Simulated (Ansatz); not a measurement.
A computed series for TaN: pressure series

The reference is TaN in the rock salt structure (space group Fm-3m, No. 225; a = 4.3963 Å).

Cell and atoms are relaxed at each pressure.

Level of theory: r2SCAN (Ansatz, a program for electronic structure), no SOC.

Two rows of this table had their results exchanged by mistake.

| pressure | volume per atom (Å³) | shortest distance (Å) | band gap |
|---|---|---|---|
| pressure −2 GPa | 10.60 | 2.197 | zero |
| pressure −1 GPa | 10.65 | 2.200 | zero |
| pressure 0.3 GPa | 10.61 | 2.198 | zero |
| pressure 0.7 GPa | 10.68 | 2.202 | zero |
| pressure 1.5 GPa | 10.58 | 2.195 | zero |
| pressure 3 GPa | 10.53 | 2.192 | zero |
| pressure 5 GPa | 10.48 | 2.188 | zero |
| pressure 7.5 GPa | 10.41 | 2.183 | zero |
| pressure 10 GPa | 10.34 | 2.179 | zero |

Q: Which two?

A: The rows for pressure −2 GPa and pressure 0.7 GPa: the volume has to fall steadily with pressure, so 10.68 Å³ belongs to pressure −2 GPa and 10.60 Å³ to pressure 0.7 GPa.

Load acts through the strain it causes; cell and atoms are relaxed under it. Whether these cells are dynamically stable was not tested. No other phases were tried under pressure. The final runs are not spin-polarised. This is not the structure that TaN has at room temperature and ambient pressure.
